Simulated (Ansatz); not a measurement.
## Lattice constant a of ZrGeO (model structure, started from the ZrSiS type, P4/nmm, No. 129, 6 atoms in the cell) at several levels of theory

No measured value is used here.

```
level (code)     value (Å)
---------------  ---------
LDA (Ansatz)         3.344
PBE (Ansatz)         3.429
PBEsol (Ansatz)      3.379
r²SCAN (Ansatz)      3.403
```

Cutoffs differ between the levels. Ansatz's density-functional and Hartree–Fock values are scalar-relativistic unless marked +SOC, with PAW data made under PBE.

A model structure was made by putting elements into a prototype or built by hand; it is no filed structure, need not be a known phase, and can be a saddle point held by its symmetry.

Ansatz is a first-principles code.
